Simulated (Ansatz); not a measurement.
Data:

```
GaAs
1.0
    0.00000     2.74089     2.74089
    2.74089     0.00000     2.74089
    2.74089     2.74089     0.00000
As Ga
1 1
Direct
  0.75000   0.75000   0.75000
  0.00000   0.00000   0.00000
```

No spin polarisation.

Computed with Kohn–Sham DFT with the r2SCAN functional, run in Ansatz (an electronic-structure program) with PAW and 500 eV plane waves, spin-orbit coupling left out, earlier PAW set. k-mesh 10×10×10 (Γ-centred); smearing 0.05 eV (Fermi–Dirac).

Predict the band gap, hole mass, electron mass and smallest direct gap.


* **Band gap**: 1.56 eV
* **Hole mass (degenerate bands, along [100])**: 0.084, 0.30, 0.30 mₑ (at Γ)
* **Electron mass**: 1.3 mₑ along k, 0.21 mₑ across (off the special points)
* **Smallest direct gap**: 1.79 eV

Load acts through the strain it causes; cell and atoms are relaxed under it. Effective masses come from finite differences of ±0.01 Å⁻¹. Along k means along the line from Γ to the band edge. Whether these cells are dynamically stable was not tested. Tetrahedral semiconductors of this kind turn to denser phases somewhere between about 1 and 50 GPa; those were not computed, so compressed cells here can lie past the real transition. The cell was made from GaAs in the zinc blende structure (space group F-43m, No. 216) by this change: pressure 9 GPa.
